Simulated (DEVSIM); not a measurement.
Device: Schottky contact on n-type Si, at 300 K.

Layer 1 from the left is Si, thickness (μm) 6.10, Nd (cm⁻³) 6.5e16, τn (s) 1.1e-6, τp (s) 1.1e-6. Layer 2 from the left is Si, thickness (μm) 29.0, Nd (cm⁻³) 6.9e17, τn (s) 1.1e-6, τp (s) 1.1e-6.

Left contact: Schottky, work function 4.63 eV, emission velocity 4.8e6 cm/s. Right contact: ohmic. Voltage is applied to the left contact. Recombination: SRH at mid-gap, radiative, Auger. Gap narrowing is on: ΔEg = 6.92 meV × (l + √(l² + 0.5)), l = ln(N/1.3e17 cm⁻³), shared equally by both band edges. Mobility is μmin + (μ − μmin)/(1 + (N/Nref)^α).

Constants are typed, rounded textbook-type inputs, not results; the design itself was drawn at random and stands for no fabricated device. Values at 300 K.

Si: gap (eV) 1.124, affinity (eV) 4.05, permittivity 11.7, Nc (cm⁻³) 2.86e19, Nv (cm⁻³) 3.1e19, μn (cm²/Vs) 1417, μp (cm²/Vs) 470, μn,min 52, μp,min 45, Nref,n 9.7e16, Nref,p 2.2e17, αn 0.68, αp 0.72, B (cm³/s) 4.7e-15, Cn (cm⁶/s) 2.8e-31, Cp (cm⁶/s) 9.9e-32.

DEVSIM, 1D drift-diffusion, Boltzmann statistics, complete ionisation; no tunnelling, impact ionisation, image-force lowering or self-heating. Metal contacts follow the ideal Schottky-Mott rule: no Fermi-level pinning, no interface dipoles.

Dark forward current:

| |V| (V) | |J| (A/cm²) |
|---|---|
| 0.05 | 0.02279 |
| 0.10 | 0.1792 |
| 0.15 | 1.244 |
| 0.20 | 8.199 |
| 0.25 | 45.19 |
| 0.30 | 159.5 |
| 0.35 | 354.6 |
| 0.40 | 598.2 |
| 0.45 | 868.4 |
| 0.50 | 1154 |
| 0.55 | 1450 |
| 0.60 | 1753 |
| 0.65 | 2060 |

Work out the local ideality factor n = ΔV / (kT/q · ln(J2/J1)) between the rows 0.15 and 0.20 V, 0.60 and 0.65 V.

kT/q = 25.85 mV. From 0.15 to 0.20 V: ln(8.199/1.244) = 1.886, n = 1.03, near the 1 of diffusion or emission over a barrier. From 0.60 to 0.65 V: ln(2060/1753) = 0.161, n = 11.99; the layers' resistance at their doping, Σ W/(qμN) = 0.00015 Ω cm², would take 46 mV of this step of 50 mV.

Estimate the current at 0.15 V for emission alone, J0 = q v N_band exp(−φB/kT), and read the barrier back from the simulated current.

φB = 0.580 eV, N_band = 2.86e19 cm⁻³, J0 = 0.00396 A/cm²; J = J0 (exp(qV/kT) − 1) = 1.31 A/cm². The simulation gives 1.24 A/cm²; the estimate lies 5.2 % above. Read backwards, the simulated current gives an apparent barrier of 0.581 eV. The estimate leaves out transport through the depletion region and minority injection.
